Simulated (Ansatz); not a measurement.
A set of related cells and their Bader charge of H.

Cell A: a slab of Mg (hcp, P6₃/mmc) cut along (0001), 55 atoms, hexagonal cell of 9.41 Å (76.7 Å²), symmetry P3m1, 13.7 Å thick under 16 Å of vacuum, in-plane vectors held at the crystal's; planes from bottom to top: Mg9 × 6 | H; added, foreign or displaced atoms, above the top plane: H bound to 3 Mg at 1.99 Å; spin state with PBE: run without spin, k-point mesh 5×5×1.
```
CELL_PARAMETERS angstrom
      9.41008     0.00000     0.00000
     -4.70504     8.14937     0.00000
      0.00000     0.00000    29.74365
ATOMIC_POSITIONS crystal
  Mg 0.11127 0.22230 0.26871
  Mg 0.22201 0.11069 0.35597
  Mg 0.11059 0.22196 0.44098
  Mg 0.22193 0.11053 0.52639
  Mg 0.11147 0.22240 0.61138
  Mg 0.22258 0.11183 0.69908
  Mg 0.11090 0.55577 0.26855
  Mg 0.22201 0.44465 0.35597
  Mg 0.11113 0.55553 0.44084
  Mg 0.22193 0.44474 0.52639
  Mg 0.11076 0.55590 0.61106
  Mg 0.22258 0.44408 0.69908
  Mg 0.11090 0.88846 0.26855
  Mg 0.22235 0.77784 0.35583
  Mg 0.11113 0.88893 0.44084
  Mg 0.22178 0.77755 0.52554
  Mg 0.11076 0.88820 0.61106
  Mg 0.22342 0.77838 0.69822
  Mg 0.44437 0.22230 0.26871
  Mg 0.55572 0.11094 0.35594
  Mg 0.44470 0.22196 0.44098
  Mg 0.55555 0.11112 0.52601
  Mg 0.44426 0.22240 0.61138
  Mg 0.55660 0.11006 0.69702
  Mg 0.44437 0.55540 0.26871
  Mg 0.55597 0.44465 0.35597
  Mg 0.44470 0.55607 0.44098
  Mg 0.55614 0.44474 0.52639
  Mg 0.44426 0.55520 0.61138
  Mg 0.55484 0.44408 0.69908
  Mg 0.44479 0.88906 0.26857
  Mg 0.55572 0.77812 0.35594
  Mg 0.44477 0.88905 0.44066
  Mg 0.55555 0.77776 0.52601
  Mg 0.44301 0.88817 0.61025
  Mg 0.55660 0.77988 0.69702
  Mg 0.77761 0.22188 0.26857
  Mg 0.88855 0.11094 0.35594
  Mg 0.77762 0.22190 0.44066
  Mg 0.88891 0.11112 0.52601
  Mg 0.77850 0.22366 0.61025
  Mg 0.88679 0.11006 0.69702
  Mg 0.77820 0.55577 0.26855
  Mg 0.88883 0.44432 0.35583
  Mg 0.77773 0.55553 0.44084
  Mg 0.88911 0.44489 0.52554
  Mg 0.77847 0.55590 0.61106
  Mg 0.88829 0.44324 0.69822
  Mg 0.77761 0.88906 0.26857
  Mg 0.88883 0.77784 0.35583
  Mg 0.77762 0.88905 0.44066
  Mg 0.88911 0.77755 0.52554
  Mg 0.77850 0.88817 0.61025
  Mg 0.88829 0.77838 0.69822
  H  0.33333 0.33333 0.72749
```

Cell B: a slab of Mg (hcp, P6₃/mmc) cut along (0001), 55 atoms, hexagonal cell of 9.41 Å (76.7 Å²), symmetry Cm, 13.6 Å thick under 16 Å of vacuum, in-plane vectors held at the crystal's; planes from bottom to top: Mg9 × 5 | Mg8As | H; added, foreign or displaced atoms, above the top plane and within the planes: As bound to 5 Mg at 2.81–3.04 Å; H bound to 3 Mg at 1.98–2.05 Å; spin state with PBE: run without spin, k-point mesh 5×5×1.
```yaml
crystal:
  lattice:
    - [9.41008, 0.00000, 0.00000]
    - [-4.70504, 8.14937, 0.00000]
    - [0.00000, 0.00000, 29.74365]
  atoms:
    - { symbol: Mg, position: [0.10904, 0.21858, 0.26888] }
    - { symbol: Mg, position: [0.22003, 0.10673, 0.35628] }
    - { symbol: Mg, position: [0.10870, 0.21845, 0.44103] }
    - { symbol: Mg, position: [0.22026, 0.10719, 0.52595] }
    - { symbol: Mg, position: [0.10815, 0.21868, 0.61069] }
    - { symbol: As, position: [0.22554, 0.11776, 0.68366] }
    - { symbol: Mg, position: [0.10968, 0.55186, 0.26894] }
    - { symbol: Mg, position: [0.22003, 0.44080, 0.35631] }
    - { symbol: Mg, position: [0.10848, 0.55162, 0.44107] }
    - { symbol: Mg, position: [0.21984, 0.44094, 0.52609] }
    - { symbol: Mg, position: [0.10971, 0.55209, 0.61272] }
    - { symbol: Mg, position: [0.21551, 0.43246, 0.69720] }
    - { symbol: Mg, position: [0.10938, 0.88542, 0.26872] }
    - { symbol: Mg, position: [0.22044, 0.77420, 0.35631] }
    - { symbol: Mg, position: [0.10864, 0.88396, 0.44107] }
    - { symbol: Mg, position: [0.21998, 0.77331, 0.52685] }
    - { symbol: Mg, position: [0.11030, 0.88726, 0.61181] }
    - { symbol: Mg, position: [0.21971, 0.77765, 0.69771] }
    - { symbol: Mg, position: [0.44288, 0.21858, 0.26888] }
    - { symbol: Mg, position: [0.55398, 0.10739, 0.35625] }
    - { symbol: Mg, position: [0.44308, 0.21845, 0.44103] }
    - { symbol: Mg, position: [0.55452, 0.10770, 0.52626] }
    - { symbol: Mg, position: [0.44386, 0.21868, 0.61069] }
    - { symbol: Mg, position: [0.54936, 0.10470, 0.69801] }
    - { symbol: Mg, position: [0.44263, 0.55193, 0.26857] }
    - { symbol: Mg, position: [0.55410, 0.44080, 0.35631] }
    - { symbol: Mg, position: [0.44255, 0.55176, 0.44097] }
    - { symbol: Mg, position: [0.55443, 0.44094, 0.52609] }
    - { symbol: Mg, position: [0.44325, 0.55317, 0.60951] }
    - { symbol: Mg, position: [0.55028, 0.43246, 0.69720] }
    - { symbol: Mg, position: [0.44237, 0.88517, 0.26894] }
    - { symbol: Mg, position: [0.55378, 0.77423, 0.35612] }
    - { symbol: Mg, position: [0.44218, 0.88535, 0.44139] }
    - { symbol: Mg, position: [0.55425, 0.77517, 0.52551] }
    - { symbol: Mg, position: [0.44343, 0.88327, 0.61186] }
    - { symbol: Mg, position: [0.55394, 0.77454, 0.69908] }
    - { symbol: Mg, position: [0.77601, 0.21869, 0.26863] }
    - { symbol: Mg, position: [0.88674, 0.10739, 0.35625] }
    - { symbol: Mg, position: [0.77631, 0.21929, 0.44101] }
    - { symbol: Mg, position: [0.88651, 0.10770, 0.52626] }
    - { symbol: Mg, position: [0.77507, 0.21681, 0.61264] }
    - { symbol: Mg, position: [0.88868, 0.10470, 0.69801] }
    - { symbol: Mg, position: [0.77551, 0.55186, 0.26894] }
    - { symbol: Mg, position: [0.88696, 0.44059, 0.35608] }
    - { symbol: Mg, position: [0.77648, 0.55162, 0.44107] }
    - { symbol: Mg, position: [0.88705, 0.44077, 0.52642] }
    - { symbol: Mg, position: [0.77571, 0.55209, 0.61272] }
    - { symbol: Mg, position: [0.88616, 0.43899, 0.70108] }
    - { symbol: Mg, position: [0.77613, 0.88517, 0.26894] }
    - { symbol: Mg, position: [0.88710, 0.77420, 0.35631] }
    - { symbol: Mg, position: [0.77651, 0.88535, 0.44139] }
    - { symbol: Mg, position: [0.88667, 0.77331, 0.52685] }
    - { symbol: Mg, position: [0.77318, 0.88327, 0.61186] }
    - { symbol: Mg, position: [0.89127, 0.77765, 0.69771] }
    - { symbol: H, position: [0.43697, 0.54060, 0.72428] }
```

Cell C: a slab of Mg (hcp, P6₃/mmc) cut along (0001), 55 atoms, hexagonal cell of 9.41 Å (76.7 Å²), symmetry P3m1, 14.8 Å thick under 16 Å of vacuum, in-plane vectors held at the crystal's; planes from bottom to top: Mg9 × 5 | Mg8As | H; added, foreign or displaced atoms, above the top plane: AsH bound through As to 6 Mg at 3.11 Å; spin state with PBE: run without spin, k-point mesh 5×5×1.
```xyz
55
Lattice="9.4101 0.0000 0.0000 -4.7050 8.1494 0.0000 0.0000 0.0000 30.3389" Properties=species:S:1:pos:R:3 pbc="T T T"
Mg     0.0028     1.8094     7.9486
Mg     1.5683     0.9055    10.5579
Mg    -0.0036     1.8130    13.0805
Mg     1.5683     0.9055    15.6305
Mg     0.0092     1.8057    18.1315
As     1.5683     0.9055    21.1499
Mg    -1.5705     4.5262     7.9523
Mg    -0.0023     3.6274    10.5537
Mg    -1.5662     4.5287    13.0948
Mg    -0.0037     3.6269    15.6224
Mg    -1.5678     4.5277    18.2052
Mg     0.0322     3.5819    20.7657
Mg    -3.1367     7.2471     7.9486
Mg    -1.5647     6.3337    10.5537
Mg    -3.1367     7.2398    13.0805
Mg    -1.5659     6.3327    15.6224
Mg    -3.1367     7.2545    18.1315
Mg    -1.5869     6.3864    20.7657
Mg     3.1339     1.8094     7.9486
Mg     4.7109     0.9047    10.5537
Mg     3.1403     1.8130    13.0805
Mg     4.7112     0.9062    15.6224
Mg     3.1275     1.8057    18.1315
Mg     4.6542     0.8976    20.7657
Mg     1.5683     4.5271     7.9518
Mg     3.1390     3.6274    10.5537
Mg     1.5683     4.5282    13.0898
Mg     3.1404     3.6269    15.6224
Mg     1.5683     4.5166    18.1846
Mg     3.1044     3.5819    20.7657
Mg    -0.0003     7.2441     7.9518
Mg     1.5683     6.3384    10.5567
Mg     0.0007     7.2435    13.0898
Mg     1.5683     6.3384    15.6320
Mg    -0.0094     7.2493    18.1846
Mg     1.5683     6.3384    20.7942
Mg     6.2734     1.8135     7.9523
Mg     7.8358     0.9047    10.5537
Mg     6.2734     1.8084    13.0948
Mg     7.8356     0.9062    15.6224
Mg     6.2734     1.8103    18.2052
Mg     7.8926     0.8976    20.7657
Mg     4.7072     4.5262     7.9523
Mg     6.2734     3.6219    10.5615
Mg     4.7029     4.5287    13.0948
Mg     6.2734     3.6219    15.6401
Mg     4.7045     4.5277    18.2052
Mg     6.2734     3.6219    20.8327
Mg     3.1370     7.2441     7.9518
Mg     4.7014     6.3337    10.5537
Mg     3.1360     7.2435    13.0898
Mg     4.7026     6.3327    15.6224
Mg     3.1461     7.2493    18.1846
Mg     4.7236     6.3864    20.7657
H      1.5683     0.9055    22.7071
```

Plane-wave PAW calculations with Ansatz (a quantum-chemistry and plane-wave program), its PAW set soft_1, cutoff 420 eV. The structures are at rest with PBE+D3(BJ), within the held lattices; other levels are single points on them. Neutral cells; Fermi-Dirac smearing of at most 0.10 eV in the solids, energies taken to zero width. The lattices are those relaxed with PBE+D3(BJ), so at other levels the solids can be strained. Larger cells are relaxed from a start prepared with the learned potential CHGNet, on a coarser mesh till forces fall under 0.03 eV/Å, which some starts already meet. No structure search was made; lower ones may exist. Values are for these cell sizes. A dispersion term ran beside these levels; it doesn't touch the electrons. Electrons of density maxima off the nuclei are shared among the atoms. Mean over the atoms, with the range where they differ; positive means electrons lost.

Question: Give the Bader charge of H (e) at the level PBE, cell by cell.

Answer: 
| cell | PBE |
|---|---|
| A | -1.00 |
| B | -0.99 |
| C | -0.26 |

With PBE the value is lowest for A and highest for C.
